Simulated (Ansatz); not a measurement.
Take Te in the diamond structure (space group Fd-3m, No. 227; a hypothetical phase, not in the database extracts checked) as the base.

```
CELL_PARAMETERS angstrom
      0.00000     3.53029     3.53029
      3.53029     0.00000     3.53029
      3.53029     3.53029     0.00000
ATOMIC_POSITIONS crystal
  Te 0.25000 0.25000 0.25000
  Te 0.00000 0.00000 0.00000
```

The values are results of DFT with PBEsol, PAW potentials and a 420 eV plane-wave cutoff in Ansatz (a quantum-chemistry and plane-wave program), no spin-orbit coupling, not measurements.

One change was made to it. Results:

```tsv
quantity	base	after
shortest interatomic distance	3.057 Å	3.012 Å
density	4.82 g/cm³	5.04 g/cm³
```

### Question
What was done to the base?
(A) pressure 3 GPa
(B) pressure 1.5 GPa
(C) pressure 0.3 GPa
(D) pressure −2 GPa

### Answer
B, pressure 1.5 GPa. For comparison, the shortest interatomic distance in the other runs: pressure −2 GPa gives 3.138 Å; pressure 3 GPa gives 2.974 Å; pressure 0.3 GPa gives 3.047 Å.

Load acts through the strain it causes; cell and atoms are relaxed under it. Stability against distortions was not tested.
